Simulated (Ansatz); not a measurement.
# Hf, response to strain

Take Hf in the hcp (Mg type) structure (space group P6_3/mmc, No. 194; a = 3.204 Å, c = 5.073 Å; relaxed with 0.1 eV smearing) as the base. Axes: x lies along a and z along c of the hexagonal cell.

Strains are applied to the cell and any free atomic positions relax; under biaxial strain the out-of-plane vector relaxes too.

All numbers come from PBE, PAW, 420 eV (Ansatz, an electronic-structure program; spin-orbit coupling left out).

```csv
"biaxial strain, plane normal [001], relaxed out of plane (%)",out-of-plane strain (%)
0,0.00
0.5,-0.34
1,-0.68
1.5,-1.01
2,-1.34
2.5,?
3,-1.99
```

**Question.** Fit ε⊥ = −νε + γε² (strains in %) to the rows shown and predict the withheld row.

**Answer.** Least squares on the printed values gives ν = 0.68 (the biaxial Poisson response) and γ = 0.007 (largest residual 0.00 %); this predicts -1.67 %, and the run gives -1.67 %, in agreement.

Whether these cells are dynamically stable was not tested. All final runs are without spin polarisation.
